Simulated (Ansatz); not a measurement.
1T (CdI2-type) MgI2 was calculated with r²SCAN (Ansatz, a program for electronic structure, plane waves, PAW).

Settings: plane-wave cutoff 500 eV, 12×12×6 k mesh (along the axes of the cell as run), gaussian smearing 0.02 eV, scalar-relativistic PAW data made under PBE.

Computed at the level's own relaxed cell.

Problem. What does this level give for the volume per atom, equilibrium lattice constant a, c axis length and band gap?

Solution. 
volume per atom: 36.28 Å³/atom
equilibrium lattice constant a: 4.186 Å
c axis length: 7.172 Å
band gap: 4.23 eV (on the SCF k mesh)

Measured, for comparison: lattice constant a 4.14 Å, lattice parameter c 6.88 Å (temperature not stated, copied from a table, unchecked, not corrected to a static lattice; as tabulated in Crystal Structures 1, 239 (1963)). Computed (rounded) less measured: lattice constant a not scored (unchecked), lattice parameter c not scored (unchecked).

Note: the cell comes from a level without a dispersion term, which matters for the spacing of layers, chains or molecules; the cell has widely spaced layers and the level no dispersion term, so their spacing and the moduli can rest on weak binding.

Spin–orbit coupling is not included; with these elements it can move the gap by several tenths of an eV or more.

The computed numbers hold no vibrational or temperature effects.

Computing time: around 2.3 core-minutes (rough).
